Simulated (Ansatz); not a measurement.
Effect of tensor shear ε_xy = +1.43 % on Ta

Consider Ta in the bcc (W type) structure (space group Im-3m, No. 229; a = 3.2541 Å; relaxed with 0.1 eV smearing). Axes: x, y, z lie along the cube axes.

The change: tensor shear ε_xy = +1.43 % (engineering shear γ = 0.0286), atoms relaxed at fixed cell.

Calculations: LDA in Ansatz (plane waves to 420 eV, PAW, scalar-relativistic without spin-orbit coupling). k-mesh 28×28×28 (Γ-centred); smearing 0.1 eV (Fermi–Dirac).

The volume per atom stays essentially unchanged (17.23 Å³ against 17.22 Å³) and the space group goes from Im-3m (No. 229) to Fmmm (No. 69). The energy grows by 3.1 meV/atom and the pressure (mean of the normal stresses, compression positive) is nearly the same (0.0 GPa against 0.1 GPa). The band gap stays zero and the stress (xx, yy, zz, yz, xz, xy; compression positive) comes out as (0.1, 0.1, 0.2, 0.0, 0.0, -2.0) GPa.

Final structure:

```
CELL_PARAMETERS angstrom
     -1.60376     1.60376     1.62703
      1.60376    -1.60376     1.62703
      1.65030     1.65030    -1.62703
ATOMIC_POSITIONS crystal
  Ta 0.00000 0.00000 0.00000
```

The cells carry an imposed strain or load. Whether these cells are dynamically stable was not tested. The final runs are not spin-polarised.

Ansatz is a quantum-chemistry and plane-wave program.
